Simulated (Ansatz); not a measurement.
## A computed series for YN: carrier doping

Base system: YN in the rock salt structure (space group Fm-3m, No. 225).

```
YN
1.0
    0.00000     2.45292     2.45292
    2.45292     0.00000     2.45292
    2.45292     2.45292     0.00000
Y N
1 1
Direct
  0.00000   0.00000   0.00000
  0.50000   0.50000   0.50000
```

Carriers are added at fixed cell with a uniform background; the Fermi–Dirac width is that of 300 K.

All numbers come from plane-wave PAW DFT at the PBE level (Ansatz, a first-principles code, 420 eV), no spin-orbit coupling.

Notes on the quantities. Fermi level from band edge: Fermi level relative to the doped band's edge (positive inside the band; to 0.05 eV).

| electron density (10^21 cm⁻³) | Fermi level from band edge (eV) |
|---|---|
| 0.7 | 0.40 |
| 3 | 0.90 |
| 7 | ? |
| 20 | 2.40 |

Task: Fit E_F = C n^s, fitted as a line in log–log form (a parabolic band gives s = 2/3) to the rows shown and predict the withheld row.

Result: Least squares on the printed values gives C = 0.49 eV, s = 0.53 (largest residual 0.02 eV); this predicts 1.38 eV, and the run gives 1.40 eV, in agreement.

Carriers are added with a uniform compensating background; total energy and stress of such cells depend on the potential's zero and are not compared; many-body gap narrowing is missing at this level. Stability against distortions was not tested. The base started in P3_121 and relaxed to Fm-3m at this level.
